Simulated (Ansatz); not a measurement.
InP in the zinc blende structure (space group F-43m, No. 216)

```cif
data_In4P4
_chemical_formula_sum 'In4 P4'
_space_group_name_H-M_alt 'F-43m'
_space_group_IT_number 216
_space_group_name_Hall 'F -4 2 3'
_cell_length_a 5.95952
_cell_length_b 5.95952
_cell_length_c 5.95952
_cell_angle_alpha 90.000
_cell_angle_beta 90.000
_cell_angle_gamma 90.000
loop_
_atom_site_label
_atom_site_type_symbol
_atom_site_symmetry_multiplicity
_atom_site_Wyckoff_symbol
_atom_site_fract_x
_atom_site_fract_y
_atom_site_fract_z
_atom_site_occupancy
In1 In 4 a 0.00000 0.00000 0.00000 1
P1 P 4 d 0.75000 0.75000 0.75000 1
```
(The calculation used a cell of 2 atoms; values per cell refer to that cell.)

All numbers come from PBE in Ansatz (plane waves to 420 eV, PAW, no SOC). Γ-centred 10×10×10 mesh, Fermi–Dirac width 0.05 eV.

| Item | Value |
|---|---|
| Volume per atom | 26.46 Å³ |
| Density | 4.58 g/cm³ |
| Band gap | 0.44 eV, direct at Γ |
| Electron mass | 0.037 mₑ |
| Hole mass (degenerate bands, along [100]) | 0.037, 0.46, 0.46 mₑ |
| Lowest conduction-band minima above the VBM | Γ 0.44 eV; L along ⟨111⟩ 1.38 eV; X along ⟨100⟩ 1.85 eV |
| Total energy | -3177.004 eV/atom (σ→0; compares only within this code and set-up) |

Effective masses come from finite differences of ±0.01 Å⁻¹. No phonon test of stability was made.

Ansatz is a quantum-chemistry and plane-wave program.
